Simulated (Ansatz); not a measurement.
Base system: LiTaO₃ (space group R3c, No. 161).

```yaml
crystal:
  lattice:
    - [2.59590, 1.49875, 4.64067]
    - [-2.59590, 1.49875, 4.64067]
    - [0.00000, -2.99749, 4.64067]
  atoms:
    - { symbol: Li, position: [0.70567, 0.70567, 0.70567] }
    - { symbol: Li, position: [0.20567, 0.20567, 0.20567] }
    - { symbol: Ta, position: [0.98777, 0.98777, 0.98777] }
    - { symbol: Ta, position: [0.48777, 0.48777, 0.48777] }
    - { symbol: O, position: [0.62568, 0.86923, 0.26136] }
    - { symbol: O, position: [0.86923, 0.26136, 0.62568] }
    - { symbol: O, position: [0.26136, 0.62568, 0.86923] }
    - { symbol: O, position: [0.76136, 0.36923, 0.12568] }
    - { symbol: O, position: [0.36923, 0.12568, 0.76136] }
    - { symbol: O, position: [0.12568, 0.76136, 0.36923] }
```

Cartesian axes are those of the cell as printed.

All numbers come from plane-wave PAW DFT at the PBE level (Ansatz, an electronic-structure program, 420 eV), without spin-orbit coupling.

Base values:

Shortest interatomic distance: 3.633 bohr

It is then changed as follows: uniaxial stress, 3 GPa compression along z, with the cell and atoms free to relax against it.

**Question.** Predict the new secant Young's modulus along z and shortest interatomic distance.

**Answer.** The secant Young's modulus along z comes out as 220 GPa; the shortest interatomic distance goes up by 0.004 bohr to 3.637 bohr.

Load acts through the strain it causes; cell and atoms are relaxed under it. Stability under load was not tested beyond the relaxation.
